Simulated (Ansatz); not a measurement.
## Element substitutions in GaSb

Take GaSb in the zinc blende structure (space group F-43m, No. 216; a = 6.112 Å) as the base.

Each row replaces one element on all its sites; cell and atoms are relaxed.

The values are results of plane-wave PAW DFT at the PBEsol level (Ansatz, a quantum-chemistry and plane-wave program, 420 eV), no spin-orbit coupling, earlier PAW set, not measurements.

For the base:

- Volume per atom: 28.54 Å³

Q: The aim is a volume per atom between 24.17 Å³ and 25.94 Å³. Which of these changes reaches it?
A) Sb → Al
B) Ga → V
C) Sb → N

A: A, Sb → Al. It gives 24.83 Å³; Ga → V gives 28.08 Å³; Sb → N gives 11.38 Å³. Changes not listed may reach it too

The magnetic state is the one reached from the starting moments; the real material's order can differ, and small cells can't hold many antiferromagnetic ones. Stability against distortions was not tested. As relaxed here, VSb and AlGa are hypothetical phases, not in the database extracts checked. Spin-polarised in the final run: VSb; the other runs are not. This is not the structure that GaN has at room temperature and ambient pressure.
